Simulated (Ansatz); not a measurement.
# Pressure series in CrI3

Base system: CrI$_{3}$ in the BiI3 type structure (space group R-3, No. 148; a = 6.656 Å, c = 18.622 Å (hexagonal axes); ferromagnetic; layered, stacked along the Cartesian z axis).

Cell and atoms are relaxed at each pressure.

Method: PBEsol-D3(BJ) (Ansatz, an electronic-structure program), no SOC, earlier PAW set.

Notes on the quantities. enthalpy: H = E + PV relative to the base's energy.

| variant | band gap | shortest interatomic distance | enthalpy |
|---|---|---|---|
| base | 0.94 eV | 2.667 Å | – |
| pressure 0.3 GPa | 0.93 eV | 2.663 Å | +0.06 eV/atom |
| pressure 0.7 GPa | 0.88 eV | 2.659 Å | +0.13 eV/atom |
| pressure 1.5 GPa | 0.81 eV | 2.651 Å | +0.27 eV/atom |

The magnetic state is the one reached from the starting moments; the real material's order can differ, and small cells can't hold many antiferromagnetic ones. With I present, leaving out spin-orbit coupling can change the band edges. Load acts through the strain it causes; cell and atoms are relaxed under it. Stability against distortions was not tested.
